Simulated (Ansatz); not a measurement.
How the smallest direct gap on the k points sampled of SrZrO₃ (Imma, No. 74, 10 atoms in the cell; start mp-1080575; a measured phase of this formula has another space group) moves with the method

No measured value is used here.

```tsv
level (code)	value (eV)
LDA (Ansatz)	3.63
PBEsol (Ansatz)	3.67
dielectric-dependent PBEsol hybrid (Ansatz)	(withheld)
HSE06 (Ansatz)	5.34
HSE06+SOC (Ansatz)	5.32
PBE0 (Ansatz)	(withheld)
```

Task: Some entries are withheld; supply them.

Result: 
- dielectric-dependent PBEsol hybrid (Ansatz, a program for electronic structure), value (eV): 5.67
- PBE0 (Ansatz), value (eV): 6.09

At these levels the smallest gap is indirect and lower: LDA 3.56, PBEsol 3.59, dielectric-dependent PBEsol hybrid 5.54, HSE06 5.19, HSE06+SOC 5.19, PBE0 5.95 eV. Computed values are for a static lattice. Levels without +SOC have no spin–orbit coupling; where heavier elements are present it shifts gaps, mostly down, and can invert bands.  Values are at the PBEsol cell. Cutoffs and k meshes differ between the levels. Ansatz's density-functional and Hartree–Fock values are scalar-relativistic unless marked +SOC, with PAW data made under PBE.

A start named mp-… is a Materials Project structure, which need not be a measured phase.
